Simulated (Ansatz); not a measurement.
Functionals compared on a constructed model of the (111) surface of fcc Rh, a pseudomorphic layer of Mo in the host's stacking (bottom of the slab: a bare face, its two planes held), in Ansatz (plane waves, PAW). The structure was relaxed with PBE; the other rows are single points on it. Cutoff 420 eV (500 eV for r2SCAN).

Set-up: 7 atoms, 13.7 Å thick at the start with caps and adatoms (thin: gaps and levels are the slab's own); mesh 16x16x1; 0.1 eV smearing; dipole correction on; 2 atoms held, the rest relaxed; symmetry of the start imposed; no spin, no spin-orbit, no U. In PBE it lies 0.07 eV a 1x1 cell over the lowest computed structure of the same composition (a pseudomorphic layer of Mo in the other hollow). These notes are the PBE run's.

```tsv
functional	work function of the top face (eV)	rough cost of the single point
PBE	5.17	–
RPBE	5.02	very roughly 30 core-seconds
r2SCAN	5.27	about 50 core-seconds (a rough figure)
```

Ansatz is an electronic-structure program.
